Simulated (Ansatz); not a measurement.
# A computed series for ZrSiS: pressure series

The parent structure is ZrSiS (space group P4/nmm, No. 129).

```xyz
6
Lattice="3.5189 0.0000 0.0000 0.0000 3.5189 0.0000 0.0000 0.0000 8.0287" Properties=species:S:1:pos:R:3 pbc="T T T"
Zr     0.0000     1.7594     5.8536
Zr     1.7594     0.0000     2.1751
Si     0.0000     0.0000     0.0000
Si     1.7594     1.7594     0.0000
S      1.7594     0.0000     4.9823
S      0.0000     1.7594     3.0464
```

Cell and atoms are relaxed at each pressure.

Calculations: PBEsol/PAW in Ansatz (a program for electronic structure), spin-orbit coupling left out.

Notes on the quantities. enthalpy: H = E + PV relative to the base's energy.

| change | lattice parameter a | enthalpy |
|---|---|---|
| base | 3.519 Å | – |
| pressure −1 GPa | 3.527 Å | -0.10 eV/atom |
| pressure 0.3 GPa | 3.517 Å | +0.03 eV/atom |
| pressure 0.7 GPa | 3.513 Å | +0.07 eV/atom |
| pressure 1.5 GPa | 3.508 Å | +0.15 eV/atom |
| pressure 3 GPa | 3.497 Å | +0.31 eV/atom |
| pressure 5 GPa | 3.483 Å | +0.51 eV/atom |
| pressure 7.5 GPa | 3.466 Å | +0.76 eV/atom |
| pressure 10 GPa | 3.451 Å | +1.00 eV/atom |

Load acts through the strain it causes; cell and atoms are relaxed under it. No phonon test of stability was made. No other phases were tried under pressure. The final runs are not spin-polarised.
